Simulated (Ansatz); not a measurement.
SnO2 (model structure, from the CdI2 type, P-3m1, No. 164): properties by level of theory

```csv
level (code),lattice constant a (Å),c axis length (Å),enthalpy of formation (eV/atom)
PBE (Ansatz),3.228,5.514,-1.474
PBEsol (Ansatz),3.193,5.062,-1.551
PBE-D3(BJ) (Ansatz),3.216,4.596,-1.518
```

Ansatz's density-functional and Hartree–Fock values are scalar-relativistic unless marked +SOC, with PAW data made under PBE.

Static lattice: no zero-point or thermal effects.

A model structure was made by putting elements into a prototype or built by hand; it is no filed structure, need not be a known phase, and can be a saddle point held by its symmetry.

Ansatz is a program for electronic structure.
